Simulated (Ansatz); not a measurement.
Partial pair distribution functions of a relaxed model of amorphous IGZO (In9Ga9Zn9O35), broadened by 0.06 Å; density 5.97 g/cm³. Method: PBE, scalar-relativistic without spin-orbit coupling (plane waves to 420 eV, PAW; Ansatz, an electronic-structure program). The usual formal charges leave 2 electrons over, so the level spacing at the Fermi energy parts defect or band states and needn't be the band gap.

A CHGNet melt-quench gave the starting glass, which DFT then relaxed. O atoms were pushed apart under 1.9 Å during the dynamics, to hinder bonds among them. The hot cell started wider than the set density and was brought back towards it in steps. It is the lowest in DFT energy of 2 quenches. It is a model cell: composition and starting density were chosen by hand, and all elements were melted together. No dispersion term was used. Its density started from a set value of 5.97 and ended at 5.97 g/cm³. Cooling (nominally 210 K/ps over its main leg) ran many orders faster than in experiment, which tends to leave more defects and strain. A cell of this size samples the disorder only roughly. The volume was held where the preparation left it, at a PBE pressure of 2.2 GPa. Stress components on the final sampling reach 2.6 GPa. On a 2×2×2 Γ-centred mesh force components of up to 0.15 eV/Å stay, since the relaxation ran on the zone centre alone.

```
r (Å)  g In-O  g Ga-O  g In-In  g Ga-Ga
-----  ------  ------  -------  -------
1.60     0.00    0.00     0.00     0.00
1.70     0.00    0.38     0.00     0.00
1.80     0.00    5.03     0.00     0.00
1.90     0.04    9.81     0.00     0.00
2.00     1.50    4.05     0.00     0.00
2.10     5.98    1.24     0.00     0.00
2.20     6.64    0.14     0.00     0.00
2.30     3.47    0.00     0.00     0.00
2.40     1.44    0.01     0.00     0.00
2.50     0.51    0.13     0.00     0.00
2.60     0.06    0.16     0.00     0.00
2.70     0.03    0.04     0.00     0.00
2.80     0.18    0.16     0.00     0.00
2.90     0.24    0.14     0.01     0.01
3.00     0.31    0.29     0.37     0.52
3.10     0.25    0.19     1.05     2.83
3.20     0.23    0.73     0.29     5.22
3.30     0.18    0.78     2.67     3.27
3.40     0.35    0.62     5.80     1.17
3.50     0.72    0.72     3.36     0.42
3.60     0.70    1.42     2.90     0.76
3.70     0.99    1.48     1.56     0.54
3.80     1.18    1.41     0.45     0.84
3.90     1.36    1.10     0.78     0.80
4.00     1.38    0.87     0.83     0.62
4.10     1.09    1.21     0.78     1.15
4.20     1.02    1.30     0.21     0.32
4.30     1.18    1.13     0.00     1.09
4.40     1.17    1.24     0.00     2.29
4.50     0.87    1.50     0.00     1.06
4.60     1.10    1.71     0.00     0.35
```

Within 2.62 Å each In has 5.33 O neighbours on average.
